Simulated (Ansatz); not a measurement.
We look at the energy of the reaction as written. Reaction: 1/4 cell B + 3/8 N2 (gas) → cell A. A negative value means that the right-hand side lies lower.

Cell A: a slab of Ru (hcp, P6₃/mmc) cut along (0001), 9 atoms, hexagonal cell of 2.72 Å (6.4 Å²), symmetry P3m1 within 0.02 Å, 16.2 Å thick under 16 Å of vacuum, in-plane vectors held at the crystal's; planes from bottom to top: Ru × 8 | N, its two faces unlike (dipole correction applied); added, foreign or displaced atoms, above the top plane: N bound to 3 Ru at 1.97 Å; spin state with PBE: run without spin, k-point mesh 20×20×1.
```
Ru8N
1.0
    2.72194     0.00000     0.00000
    1.36097     2.35727     0.00000
    0.00000     0.00000    32.50795
Ru N
8 1
Cartesian
  2.72194   1.57151   8.10775
  0.00000   0.00000  10.16900
  2.72194   1.57151  12.31717
  0.00000   0.00000  14.48241
  2.72194   1.57151  16.62983
  0.00000   0.00000  18.74963
  2.72194   1.57151  20.91610
  0.00000   0.00000  23.15390
  2.72194   1.57151  24.33359
```

Cell B: a slab of Ru (hcp, P6₃/mmc) cut along (0001), 33 atoms, hexagonal cell of 5.44 Å (25.7 Å²), symmetry P3m1 within 0.02 Å, 16.0 Å thick under 17 Å of vacuum, in-plane vectors held at the crystal's; planes from bottom to top: Ru4 × 8 | N, its two faces unlike (dipole correction applied); added, foreign or displaced atoms, above the top plane: N bound to 3 Ru at 1.93 Å; spin state with PBE: run without spin, k-point mesh 8×8×1.
```
CELL_PARAMETERS angstrom
      5.44387     0.00000     0.00000
      2.72194     4.71453     0.00000
      0.00000     0.00000    32.50795
ATOMIC_POSITIONS crystal
  Ru 0.83344 0.33313 0.24973
  Ru 0.33333 0.33333 0.24964
  Ru 0.83344 0.83344 0.24973
  Ru 0.33313 0.83344 0.24973
  Ru 0.00000 0.00000 0.31292
  Ru 0.50013 0.99974 0.31317
  Ru 0.99974 0.50013 0.31317
  Ru 0.50013 0.50013 0.31317
  Ru 0.83333 0.33335 0.37948
  Ru 0.33333 0.33333 0.37905
  Ru 0.83333 0.83333 0.37948
  Ru 0.33335 0.83333 0.37948
  Ru 0.00000 0.00000 0.44507
  Ru 0.50010 0.99980 0.44559
  Ru 0.99980 0.50010 0.44559
  Ru 0.50010 0.50010 0.44559
  Ru 0.83291 0.33417 0.51153
  Ru 0.33333 0.33333 0.51091
  Ru 0.83291 0.83291 0.51153
  Ru 0.33417 0.83291 0.51153
  Ru 0.00000 0.00000 0.57567
  Ru 0.50074 0.99851 0.57758
  Ru 0.99851 0.50074 0.57758
  Ru 0.50074 0.50074 0.57758
  Ru 0.83211 0.33578 0.64450
  Ru 0.33333 0.33333 0.64207
  Ru 0.83211 0.83211 0.64450
  Ru 0.33578 0.83211 0.64450
  Ru 0.00000 0.00000 0.70661
  Ru 0.50737 0.98525 0.70923
  Ru 0.98525 0.50737 0.70923
  Ru 0.50737 0.50737 0.70923
  N  0.33333 0.33333 0.74053
```

Reference: an isolated N2 molecule (singlet) in a box of 11 × 11 × 13 Å.

All numbers come from Ansatz (a first-principles code), plane waves with PAW, its default PAW set, cutoff 420 eV, 500 eV for r2SCAN. The structures are at rest with PBE, within the held lattices; other levels are single points on them. Neutral cells; Fermi-Dirac smearing of at most 0.10 eV in the solids, energies taken to zero width. The lattices are those relaxed with PBE, so at other levels the solids can be strained, which adds to the spread. Larger cells are relaxed from a start prepared with the learned potential CHGNet, on a coarser mesh till forces fall under 0.03 eV/Å, which some starts already meet. A dispersion term (D3(BJ), or D4 for r2SCAN) was computed beside these levels and is taken off wherever the name lacks it. No zero-point or thermal terms. The structures are the rest points that the relaxations reached, not proven lowest. The d electrons get no Hubbard U. No correction for cell size. The cells' k-point meshes differ in density, so the last digit is unsettled. Cell A has symmetry P3m1 within 0.02 Å and got no random move, so less symmetric positions, which may lie lower, weren't tried. Cell B has symmetry P3m1 within 0.02 Å and got no random move, so less symmetric positions, which may lie lower, weren't tried.

Q: Give the value at the level r2SCAN.

A: 0.55 eV, for 1/4 cell B + 3/8 N2 (gas) → cell A.

Q: What do the other levels give, and how wide is the spread?

A: 
```json
[
 {"Method": "PBE", "value (eV)": "0.60", "less r2SCAN": "0.05"}
]
```

The levels shown span only 0.05 eV, too little to tell them apart.
